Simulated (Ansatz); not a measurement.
Partial pair distribution functions of a relaxed model of amorphous C$_{52}$W$_{6}$, broadened by 0.06 Å; density 4.20 g/cm³. All values below come from PBE, scalar-relativistic without spin-orbit coupling (plane waves to 420 eV, PAW; Ansatz, an electronic-structure program).

Preparation: random packing, a CHGNet melt and quench, and a DFT relaxation. The hot cell started wider than the set density and was brought back towards it in steps. It is the lowest in DFT energy of 2 quenches. It is a model cell: composition and starting density were chosen by hand, and all elements were melted together. No dispersion term was used. Its density started from a set value of 4.20 and ended at 4.20 g/cm³. Cooling (nominally 660 K/ps over its main leg) ran many orders faster than in experiment, which tends to leave more defects and strain. A cell of this size samples the disorder only roughly. The volume was held where the preparation left it, at a PBE pressure of -3.1 GPa (tension). Stress components on the final sampling reach 4.6 GPa. On a 2×2×2 Γ-centred mesh force components of up to 0.36 eV/Å stay, since the relaxation ran on one k-point at (1/4, 1/4, 1/4).

```csv
r (Å),g C-C,g C-W
1.10,0.01,0.00
1.20,0.22,0.00
1.30,1.50,0.00
1.40,6.09,0.00
1.50,4.42,0.00
1.60,0.52,0.00
1.70,0.02,0.00
1.80,0.00,0.01
1.90,0.00,0.51
2.00,0.00,2.42
2.10,0.00,4.01
2.20,0.18,2.87
2.30,1.09,0.92
2.40,1.95,1.09
2.50,2.02,0.97
2.60,1.53,0.52
2.70,0.77,1.00
2.80,0.62,0.82
2.90,0.56,0.45
3.00,0.48,1.21
3.10,0.55,1.13
3.20,0.63,1.60
3.30,0.84,1.48
3.40,0.85,1.23
3.50,1.06,0.78
3.60,1.31,0.65
3.70,1.45,0.64
3.80,1.18,0.55
3.90,0.91,0.57
4.00,0.95,0.77
4.10,0.83,0.95
4.20,0.88,1.08
4.30,1.08,1.14
4.40,0.86,1.12
```

Within 1.72 Å each C has 2.50 C neighbours on average.
